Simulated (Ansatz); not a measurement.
**Pressure series in Nb**

The parent structure is Nb in the bcc (W type) structure (space group Im-3m, No. 229).

```xyz
1
Lattice="-1.6548 1.6548 1.6548 1.6548 -1.6548 1.6548 1.6548 1.6548 -1.6548" Properties=species:S:1:pos:R:3 pbc="T T T"
Nb     0.0000     0.0000     0.0000
```

Cell and atoms are relaxed at each pressure.

The values are results of Kohn–Sham DFT with the PBE functional, run in Ansatz (an electronic-structure program) with PAW and 420 eV plane waves, no SOC, earlier PAW set, not measurements.

Notes on the quantities. enthalpy: H = E + PV relative to the base's energy.

| variant | lattice parameter a | enthalpy |
|---|---|---|
| base | 3.310 Å | – |
| pressure −2 GPa | 3.323 Å | -0.23 eV/atom |
| pressure −1 GPa | 3.316 Å | -0.11 eV/atom |
| pressure 3 GPa | 3.291 Å | +0.34 eV/atom |
| pressure 7 GPa | 3.268 Å | +0.78 eV/atom |
| pressure 15 GPa | 3.226 Å | +1.63 eV/atom |
| pressure 30 GPa | 3.163 Å | +3.15 eV/atom |
| pressure 50 GPa | 3.094 Å | +5.06 eV/atom |
| pressure 75 GPa | 3.024 Å | +7.30 eV/atom |
| pressure 100 GPa | 2.966 Å | +9.39 eV/atom |

Load acts through the strain it causes; cell and atoms are relaxed under it. Whether these cells are dynamically stable was not tested. Competing high-pressure phases were not computed. The final runs are not spin-polarised.
